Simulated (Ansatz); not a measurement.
**A self-consistent single point of Cs₂GaAgBr₆ (Fm-3m, 10 atoms in the cell) with Ansatz (a program for electronic structure)**

Computed with LDA (PW92), default PAW files made with PBE (plane waves; Ansatz).

This input was run:

Ansatz 0.2 input:
```yaml
# Cs2GaAgBr6
crystal:
  lattice:
    - [0.000000, 5.493830, 5.493830]
    - [5.493830, 0.000000, 5.493830]
    - [5.493830, 5.493830, 0.000000]
  atoms:
    - { symbol: Cs, position: [0.750000, 0.750000, 0.750000] }
    - { symbol: Cs, position: [0.250000, 0.250000, 0.250000] }
    - { symbol: Ga, position: [0.000000, 0.000000, 0.000000] }
    - { symbol: Ag, position: [0.500000, 0.500000, 0.500000] }
    - { symbol: Br, position: [0.762590, 0.237410, 0.237410] }
    - { symbol: Br, position: [0.237410, 0.762590, 0.762590] }
    - { symbol: Br, position: [0.237410, 0.762590, 0.237410] }
    - { symbol: Br, position: [0.762590, 0.237410, 0.762590] }
    - { symbol: Br, position: [0.237410, 0.237410, 0.762590] }
    - { symbol: Br, position: [0.762590, 0.762590, 0.237410] }
kpoints:
  mp_grid: { grid: [3, 3, 3] }
hamiltonian:
  xc: lda
  pseudopotentials: { kind: paw }
scf:
  occupations: { method: gaussian, width: 0.272 }
output:
  forces: true
  eigenvalues: true
  stress: true
```

Log, with long lists cut:

```
WARN basis.ecutwfc = 420 eV, the default
WARN ansatz: RAYON_NUM_THREADS=1 ignored (pool sized by the plan → 1); use --threads N
Pseudopotentials: kind: paw
Pseudopotential: Cs, paw, valence charge 9
Pseudopotential: Ga, paw, valence charge 13
Pseudopotential: Ag, paw, valence charge 19
Pseudopotential: Br, paw, valence charge 7
Crystal: 10 atoms, lattice volume = 331.631 Å³
Basis set: ecut = 420 eV, 6423 PW (Γ)
Bands: 56, of which v1, the nominal top of the filled ones, is band 46 counted from 1 (45 counted from 0)
Symmetry: 48 space group operations
Space group: Fm-3m (ITA 225), of the structure as read, at distance tolerance 6.9e-5 Å
k-points: 4 of 27
PAW frozen core: Cs, regenerated for the run's functional, and the local potential with it
PAW frozen core: Ga, regenerated for the run's functional, and the local potential with it
PAW frozen core: Ag, regenerated for the run's functional, and the local potential with it
PAW frozen core: Br, regenerated for the run's functional, and the local potential with it
Initial density: superposition of atomic densities (neutral atoms: chi_scale 0, normalization atom), corrected by the library's trained network
Initial wavefunctions: pseudopotential atomic-orbital guess
Eigensolver: davidson
Functional: x = slater, c = lda
SCF iter   1: F=—  HF=-38348.718949 eV  |F-HF|=—  |Δ(HF+E_count)|=         —  Δρ=5.50e-3  dr2=7.79e-2  ethr=1.77e-3  ⟨swp⟩=10.2  Hψ=1060  notcnv=0
all-band conjugate gradients solve this SCF's bands
preconditioner: auto → Resta (q_TF=auto, 2.203 Å⁻¹)
SCF iter   2: F=—  HF=-38348.708214 eV  |F-HF|=—  |Δ(HF+E_count)|=   1.07e-2  Δρ=2.58e-3  dr2=1.87e-2  ethr=8.47e-5  ⟨swp⟩=2.0  Hψ=441  notcnv=0
SCF iter   3: F=—  HF=-38348.704490 eV  |F-HF|=—  |Δ(HF+E_count)|=   3.72e-3  Δρ=1.26e-3  dr2=4.25e-3  ethr=2.04e-5  ⟨swp⟩=2.0  Hψ=283  notcnv=0
SCF iter   4: F=—  HF=-38348.703750 eV  |F-HF|=—  |Δ(HF+E_count)|=   7.41e-4  Δρ=1.60e-4  dr2=8.27e-5  ethr=4.62e-6  ⟨swp⟩=2.5  Hψ=356  notcnv=0
SCF iter   5: F=—  HF=-38348.703665 eV  |F-HF|=—  |Δ(HF+E_count)|=   8.43e-5  Δρ=5.99e-5  dr2=1.53e-5  ethr=8.99e-8  ⟨swp⟩=2.0  Hψ=396  notcnv=0
SCF iter   6: F=—  HF=-38348.703663 eV  |F-HF|=—  |Δ(HF+E_count)|=   2.65e-6  Δρ=2.61e-5  dr2=2.99e-6  ethr=1.67e-8  ⟨swp⟩=2.0  Hψ=376  notcnv=0
SCF iter   7: F=—  HF=-38348.703661 eV  |F-HF|=—  |Δ(HF+E_count)|=   1.65e-6  Δρ=7.56e-6  dr2=3.73e-7  ethr=3.25e-9  ⟨swp⟩=2.0  Hψ=358  notcnv=0
SCF iter   8: F=-38348.703661 eV  HF=-38348.703661 eV  |F-HF|=3.33e-9  |Δ(HF+E_count)|=   1.83e-8  Δρ=2.04e-6  dr2=2.95e-8  ethr=1.09e-10  ⟨swp⟩=13.2  Hψ=1110  notcnv=0
the last iteration of the SCF fills more bands at one k-point than at another …
SCF 1 converged in 8 iterations: F = -38348.703661 eV  dr2 = 2.95e-8
SCF converged after 8 iterations
Free energy (F): -38348.703661 eV
Harris-Foulkes:  -38348.703661 eV  (|F-HF|=3.33e-9)
Internal energy: -38348.674905 eV  (E = F + TS)
E sigma→0 (E₀):  -38348.689283 eV
Entropy (-TS):   -0.028756 eV (-2.876 meV/atom)
Fermi energy:    3.407154 eV
--- Per-component energies (eV) ---
  E_band       = -755.471579
  E_kinetic    = 1726.066504
  E_local      = -8652.470553  (includes V_loc(G=0)·N_el)
  E_nonlocal   = 1015.048586
  E_hartree    = 3641.811096
  E_xc         = -2159.945068
  E_vxc        = -1168.801439  (∫ρ·V_xc dr)
  E_paw        = -28460.813383  (= ΣΔE_a)
  E_vpaw       = -958.939568  (= ΣTr[D̂ρ^β])
  E_aug_tail   = 0.000124  (compensation charges beyond the density's cutoff)
  E_ewald      = -5462.605680
  E_core_change = 4.233468  (= ΣΔE_core)
  E_smearing   = -0.028756  (= −TS)
  E_closure    = -0.000000  (closes the sum)
  Σ components = -38348.703661   (vs F -38348.703661, Δ=0.00e0)
--- Forces (eV/Å), atoms counted from 1 ---
  atom   1  Cs     0.00000000    -0.00000000     0.00000000
  atom   2  Cs     0.00000000     0.00000000     0.00000000
  atom   3  Ga     0.00000000    -0.00000000     0.00000000
  atom   4  Ag     0.00000000    -0.00000000    -0.00000000
  atom   5  Br     0.03904780    -0.00000000     0.00000000
  atom   6  Br    -0.03904780     0.00000000    -0.00000000
  atom   7  Br     0.00000000     0.03904780    -0.00000000
  atom   8  Br    -0.00000000    -0.03904780     0.00000000
  atom   9  Br    -0.00000000     0.00000000     0.03904780
  atom  10  Br    -0.00000000    -0.00000000    -0.03904780
  max |Σ_I F_I| component: 1.39e-17 eV/Å
--- Stress (GPa, compression-positive) ---
       -3.447694       0.000000       0.000000
        0.000000      -3.447694       0.000000
        0.000000       0.000000      -3.447694
  P = ⅓ Tr σ = -3.4477 GPa (-34.477 kbar)
  The stress holds the Pulay correction. Without it, at fixed plane waves, as pw.x and ABINIT print it: P = -3.4669 GPa
--- Band table (eV) ---
  k-point 0: bands = ["-86.5495", "-50.1284", "-50.1284", "-50.1284", "-16.5685", "-16.5584", "-11.3755", "-11.3755", "-11.1684", "-11.1684", "-11.1684", "-10.7833", "-10.2562", "-10.2562", "-10.2562", "-9.8714", "-9.8714", "-3.4682", "-3.4682", [...]
  k-point 1: bands = ["-86.5495", "-50.1284", "-50.1284", "-50.1284", "-16.5655", "-16.5605", "-11.3775", "-11.3775", "-11.1684", "-11.1684", "-11.1684", "-10.7212", "-10.3494", "-10.2334", "-10.2334", "-9.8976", "-9.8976", "-3.4194", "-3.4194", [...]
  k-point 2: bands = ["-86.5495", "-50.1284", "-50.1284", "-50.1284", "-16.5653", "-16.5603", "-11.3834", "-11.3753", "-11.1684", "-11.1684", "-11.1684", "-10.7094", "-10.2728", "-10.2643", "-10.2643", "-9.9645", "-9.8683", "-3.4032", "-3.4032", [...]
  k-point 3: bands = ["-86.5495", "-50.1284", "-50.1284", "-50.1284", "-16.5627", "-16.5627", "-11.3826", "-11.3774", "-11.1684", "-11.1684", "-11.1684", "-10.6803", "-10.3329", "-10.2634", "-10.2380", "-9.9460", "-9.8956", "-3.3755", "-3.3648", [...]
```

The run converged in 8 iterations.

The starting cell comes from a database of computed structures (which also holds hypothetical and non-ambient phases and stackings), without a prior relaxation at this level. With a pressure of about -3 GPa the cell is away from its equilibrium volume at this level. Ansatz's pressure includes its estimate of the finite-basis (Pulay) stress. The run gives no clean gap (levels at the Fermi energy touch, overlap or are partly filled at this smearing), which alone does not show that the compound is a metal.
